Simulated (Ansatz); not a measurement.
# Response to strain in HfRu

Start from HfRu in the CsCl type structure (space group Pm-3m, No. 221; a = 3.209 Å; relaxed with 0.1 eV smearing). Axes: x, y, z lie along the cube axes.

Strains are applied to the cell and any free atomic positions relax.

Method: PBEsol in Ansatz (plane waves to 420 eV, PAW, no spin-orbit coupling).

Notes on the quantities. energy relative to the base: free energy F.

```json
[
 {"variant": "base", "pressure": "0.0 GPa", "shortest interatomic distance": "2.779 Å", "energy relative to the base": "0 meV/atom", "space group": "Pm-3m (No. 221)"},
 {"variant": "isotropic strain −1.74 %", "pressure": "12.5 GPa", "shortest interatomic distance": "2.731 Å", "energy relative to the base": "+32 meV/atom", "space group": "Pm-3m (No. 221)"},
 {"variant": "isotropic strain −1.37 %", "pressure": "9.6 GPa", "shortest interatomic distance": "2.741 Å", "energy relative to the base": "+19 meV/atom", "space group": "Pm-3m (No. 221)"},
 {"variant": "uniaxial strain ε_xx = −2.45 %", "pressure": "5.6 GPa", "shortest interatomic distance": "2.756 Å", "energy relative to the base": "+13 meV/atom", "space group": "P4/mmm (No. 123)"},
 {"variant": "uniaxial strain ε_zz = −1.23 %", "pressure": "2.7 GPa", "shortest interatomic distance": "2.768 Å", "energy relative to the base": "+3.2 meV/atom", "space group": "P4/mmm (No. 123)"},
 {"variant": "uniaxial strain ε_zz = +0.97 %", "pressure": "-2.0 GPa", "shortest interatomic distance": "2.788 Å", "energy relative to the base": "+1.9 meV/atom", "space group": "P4/mmm (No. 123)"},
 {"variant": "tensor shear ε_xy = −0.46 %", "pressure": "0.0 GPa", "shortest interatomic distance": "2.770 Å", "energy relative to the base": "+0.4 meV/atom", "space group": "Cmmm (No. 65)"}
]
```

No phonon test of stability was made. All final runs are without spin polarisation.

Ansatz is a quantum-chemistry and plane-wave program.
